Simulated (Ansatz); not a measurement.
The reference is ZrSi₂ (space group Cmcm, No. 63; a = 3.704 Å, b = 14.792 Å, c = 3.679 Å).

Method: Kohn–Sham DFT with the PBE functional, run in Ansatz (a first-principles code) with PAW and 420 eV plane waves, scalar-relativistic without spin-orbit coupling.

Base values:

| Quantity | Result |
|---|---|
| Volume per atom | 16.80 Å³ |

The change: cell and atoms relaxed at a pressure of 2.1 GPa.

Question: What does the calculation give for the volume per atom after the change?

Answer: The volume per atom decreases by 0.27 Å³ (16.80 Å³ → 16.53 Å³).

Load acts through the strain it causes; cell and atoms are relaxed under it. Stability against distortions was not tested. All final runs are without spin polarisation.
